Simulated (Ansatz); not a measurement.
The starting structures come from a database of crystals and need not be the phases stable at ambient conditions.

Where the default PAW files enter, the runs use the earlier of Ansatz's two default sets.

The decay constant κ of evanescent states in the gap governs leakage through a thin film.

```yaml
crystal:
  lattice:
    - [3.60592, 0.00000, 0.00000]
    - [-1.80296, 3.12282, 0.00000]
    - [0.00000, 0.00000, 5.77083]
  atoms:
    - { symbol: Hf, position: [0.00000, 0.00000, 0.00000] }
    - { symbol: S, position: [0.66667, 0.33333, 0.74761] }
    - { symbol: S, position: [0.33333, 0.66667, 0.25239] }
```

Space group of this cell: P-3m1, CdI2 type. The cell was relaxed by PBE-D3(BJ); by PBEsol its mean pressure is -1.0 GPa.

Transport runs along the normal of the first two printed cell vectors, the (001) plane of the conventional cell.

The gap is the functional's own, uncorrected, and κ follows it; spin-orbit coupling is left out. Mid-gap means the computed energy nearest the middle.

Task: Estimate the band gap and the smallest decay constant κ at mid-gap that Ansatz (a program for electronic structure) with PBEsol returns for this system.

Result: Gap 0.76 eV on a 12×12×6 mesh; κ = 0.135 1/Å, at the zone centre.
